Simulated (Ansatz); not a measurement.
Base system: GaAs in the zinc blende structure (space group F-43m, No. 216; a = 5.603 Å). Axes: x, y, z lie along the cube axes.

Calculations: DFT with LDA, PAW potentials and a 420 eV plane-wave cutoff in Ansatz (an electronic-structure program), no spin-orbit coupling.

Base values:

The valley order is Γ 0.49 eV; L along ⟨111⟩ 0.92 eV; a point along ⟨100⟩, about 1.0 Å⁻¹ from Γ 1.26 eV.

Now apply this change: compressive biaxial strain of 1.25 % in the plane normal to [111], as in epitaxy on a mismatched substrate; the out-of-plane cell vector and the atoms relax.

How does this affect the out-of-plane strain, in-plane stress and valley order?

The out-of-plane strain amounts to +0.60 %; the mean in-plane stress (compression positive) amounts to +2.3 GPa; the valley order (the lowest conduction-band minima on the path, energy above the VBM, named in the base's zone) becomes Γ 0.57 eV; L along [1-11] 0.86 eV; L along [111] 1.11 eV; a point along [100], about 1.0 Å⁻¹ from Γ 1.16 eV (base: Γ 0.49 eV; L along ⟨111⟩ 0.92 eV; a point along ⟨100⟩, about 1.0 Å⁻¹ from Γ 1.26 eV).

The levels and masses belong to the bands next to the band gap. Whether these cells are dynamically stable was not tested.
